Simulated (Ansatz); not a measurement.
We consider antifluorite Be₂C, described by LDA in Ansatz (plane waves, PAW).

Settings: plane-wave cutoff 520 eV, 14×14×14 k mesh, scalar-relativistic PAW data made under PBE.

Computed at the level's own relaxed cell.

Elastic tensor (GPa, Voigt notation, ions relaxed):

```
  607.6    21.6    21.6     0.0     0.0     0.0
   21.6   607.6    21.6     0.0     0.0     0.0
   21.6    21.6   607.6     0.0     0.0     0.0
    0.0     0.0     0.0   225.3     0.0     0.0
    0.0     0.0     0.0     0.0   225.3     0.0
    0.0     0.0     0.0     0.0     0.0   225.3
```

Worked from these constants: the tetragonal shear constant is C′ = (C11 − C12)/2 = 293.0 GPa against C44 = 225.3 GPa, so the C44 shear is the softer. The Zener ratio C44/C′ is 0.77 (1 for an isotropic solid), and the Cauchy pressure C12 − C44 is -203.7 GPa. With C11 + 2C12 = 650.8 GPa all three Born conditions hold; they don't test modes at the zone boundary.

The computed numbers hold no vibrational or temperature effects.

Ansatz is a program for electronic structure.
